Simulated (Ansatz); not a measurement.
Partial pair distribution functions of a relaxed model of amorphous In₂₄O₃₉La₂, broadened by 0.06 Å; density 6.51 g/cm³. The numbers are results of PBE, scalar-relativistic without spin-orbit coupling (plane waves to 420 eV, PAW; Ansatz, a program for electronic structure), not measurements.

It comes from a melt-quench run on a machine-learned potential (CHGNet), relaxed afterwards by DFT. O atoms were pushed apart under 1.9 Å during the dynamics, to hinder bonds among them. The hot cell started wider than the set density and was brought back towards it in steps. It is the lowest in DFT energy of 2 quenches. It is a model cell: composition and starting density were chosen by hand, and all elements were melted together. No dispersion term was used. Its density started from a set value of 6.51 and ended at 6.51 g/cm³. Cooling (nominally 280 K/ps over its main leg) ran many orders faster than in experiment, which tends to leave more defects and strain. Values belong to this one cell and scatter from quench to quench. The volume was held where the preparation left it and the shape relaxed, at a PBE pressure of -0.2 GPa (tension).

```csv
r (Å),g In-O,g O-La,g In-In,g O-O
1.85,0.00,0.00,0.00,0.00
1.95,0.34,0.00,0.00,0.00
2.05,3.76,0.00,0.00,0.00
2.15,7.79,0.03,0.00,0.00
2.25,6.23,1.42,0.00,0.00
2.35,2.18,7.17,0.00,0.00
2.45,0.71,5.53,0.00,0.00
2.55,0.43,2.04,0.00,0.08
2.65,0.20,1.00,0.00,0.33
2.75,0.05,1.55,0.00,1.06
2.85,0.10,0.25,0.00,2.55
2.95,0.09,0.00,0.01,2.93
3.05,0.10,0.00,0.35,2.47
3.15,0.21,0.01,1.57,2.26
3.25,0.47,0.26,2.33,2.18
3.35,0.32,1.04,3.39,1.77
3.45,0.31,0.38,2.91,1.53
3.55,0.40,0.28,2.17,1.32
3.65,0.44,0.95,1.76,1.18
3.75,0.85,0.75,2.23,0.91
3.85,1.14,0.26,2.08,0.63
3.95,1.18,0.73,2.03,0.61
4.05,1.14,2.14,1.57,0.43
4.15,1.23,1.62,1.07,0.40
4.25,1.44,0.79,0.65,0.77
4.35,1.21,0.87,0.39,0.92
4.45,1.07,0.75,0.29,0.82
4.55,1.14,0.83,0.21,0.75
4.65,1.19,1.37,0.47,0.53
4.75,1.29,1.53,0.44,0.58
4.85,1.44,1.75,0.41,0.55
```

Within 2.74 Å each In has 5.54 O neighbours on average.
